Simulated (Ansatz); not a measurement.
**ScOCl (P4/nmm, No. 129, 6 atoms in the cell; start mp-989195)**

These are PBE0 in Ansatz (PAW) values and carry that method's errors.

Settings: plane-wave cutoff 460 eV, 6×6×4 k mesh (along the axes of the cell as run), Fermi–Dirac smearing 0.01 eV, scalar-relativistic PAW data made under PBE.

Cell (relaxed with PBE-D3(BJ)):

Space group P4/nmm, origin choice 1 (No. 129); a = b = 3.543 Å, c = 7.626 Å, α = β = γ = 90.00°

| atom | site | symmetry | x | y | z |
|---|---|---|---|---|---|
| Sc | 2c | 4mm | 0.0000 | 0.5000 | 0.1393 |
| Cl | 2c | 4mm | 0.5000 | 0.0000 | 0.3321 |
| O | 2a | -4m2 | 0.0000 | 0.0000 | 0.0000 |

For ScOCl (P4/nmm, No. 129, 6 atoms in the cell; start mp-989195), the band gap comes out as 6.38 eV (indirect) and the smallest direct gap on the k points sampled is 6.59 eV.

Note: cell and atoms aren't relaxed at this level (largest force component 0.43 eV/Å).

The computed numbers hold no vibrational or temperature effects.

The result took around 5 core-minutes (rough).

A start named mp-… is a Materials Project structure, which need not be a measured phase.

Ansatz is a first-principles code.
